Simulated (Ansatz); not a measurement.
For ScGe (Cmcm, No. 63, 4 atoms in the cell; start mp-9970), PBEsol in Ansatz (PAW) gives:

* **bulk modulus**: 98.2 GPa
* **cohesive energy**: 5.26 eV/atom

Task: What does r²SCAN (Ansatz, a first-principles code, PAW) give for the same quantities?

Result: 
- bulk modulus: 97.1 GPa (decreases by 1.1 %)
- cohesive energy: 4.85 eV/atom (decreases by 0.41 eV/atom)

Changes are worked out from the printed values.

Unless a cell is named, each level is at its own relaxed cell (PBEsol 18.57, r²SCAN 19.06 Å³/atom).

The crystal itself was run without spin with PBEsol, r²SCAN; a magnetic state was not tried in these runs.

Caveats: the bulk modulus is −V dP/dV from two relaxed cells at ±2 % in volume (PBEsol, r²SCAN); the relaxation could not lower the start's symmetry, so the cell can be a saddle point above a distorted one (PBEsol, r²SCAN). Ansatz's density-functional and Hartree–Fock values are scalar-relativistic unless marked +SOC, with PAW data made under PBE.

A start named mp-… is a Materials Project structure, which need not be a measured phase.
